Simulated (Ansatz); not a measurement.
The parent structure is HgS in the zinc blende structure (space group F-43m, No. 216).

```
CELL_PARAMETERS angstrom
      0.00000     2.99579     2.99579
      2.99579     0.00000     2.99579
      2.99579     2.99579     0.00000
ATOMIC_POSITIONS crystal
  Hg 0.00000 0.00000 0.00000
  S  0.25000 0.25000 0.25000
```

Level of theory: PBE (Ansatz, a program for electronic structure), without spin-orbit coupling.

For the base:

| Property | Result |
|---|---|
| Pressure | 0.0 GPa |
| Band gap | zero |

Modification: an isotropic linear strain of +1.00 %; the atoms relax in the strained cell.

### Question
What does the calculation give for the energy relative to the base after the change?

### Answer
The energy grows by 3.7 meV/atom.

### Question
What happens to the pressure?

### Answer
The pressure goes from zero to -1.4 GPa.

### Question
Estimate the effect on the band gap.

### Answer
The band gap stays zero.

The mesh was chosen for an insulator and is coarse for the gapless case. Spin-orbit coupling, missing from the scalar runs, can matter with Hg. Whether these cells are dynamically stable was not tested. The final runs are not spin-polarised. A zero or small gap of HgS can be the functional's error rather than a property of the material.
